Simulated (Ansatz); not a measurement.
System: AlCl₃ (C2/m, No. 12). Method: BLYP (Ansatz, an electronic-structure program, plane waves, PAW).

Run with plane-wave cutoff 520 eV, 8×8×6 k mesh (along the axes of the cell as run), Fermi–Dirac smearing 0.01 eV, scalar-relativistic PAW data made under PBE.

Cell (measured lattice):

AlCl₃ is modelled in the monoclinic space group C2/m (No. 12), Pearson symbol mS16. Conventional cell: a = 5.914 Å, b = 10.234 Å, c = 6.148 Å, α = γ = 90.00°, β = 108.25°. Al on 4g sees 6 Cl at 2.310–2.315 Å (octahedral). Cl1 on 4i is surrounded by 2 Al at 2.310 Å (bent). Cl2 on 8j sees 2 Al at 2.313 Å (bent). (Neighbours: up to the widest gap in distance over summed covalent radii, below 1.35, at either atom; cation-cation and far metal-metal contacts left out.)
(The calculation used a cell of 8 atoms; values per cell refer to that cell.)

Question: What does this level give for the band gap, smallest direct gap on the k points sampled and direct gap at Γ?

Answer: 
- band gap: 5.23 eV (indirect)
- smallest direct gap on the k points sampled: 5.31 eV
- direct gap at Γ: 5.66 eV

Note: cell and atoms aren't relaxed at this level (pressure 5.2 GPa).

The computed numbers hold no vibrational or temperature effects.

Computing time: roughly 60 core-seconds.
